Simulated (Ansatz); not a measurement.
The cell is built on a prototype and need not be the phase stable at ambient conditions.

By r2SCAN, the system below comes out a metal.

Without scattering a metal conducts by its projected Fermi surface.

```
CELL_PARAMETERS angstrom
      2.99529     0.00000     0.00000
     -1.49765     2.59400     0.00000
      0.00000     0.00000     3.81104
ATOMIC_POSITIONS crystal
  B  0.33333 0.66667 0.00000
  B  0.66667 0.33333 0.50000
  B  0.66667 0.33333 0.00000
  B  0.33333 0.66667 0.50000
```

Space group of this cell: P6/mmm. The cell was relaxed by PBE-D3(BJ); by r2SCAN its mean pressure is 4.4 GPa.

The current flows along the normal of the first two printed cell vectors. No spin-orbit coupling; the value is a mean over 0.1 eV about the Fermi level.

Task: Predict the ballistic conductance per area from Ansatz (an electronic-structure program) with r2SCAN.

Result: 1.7 × 10¹⁵ S/m² for both spins.
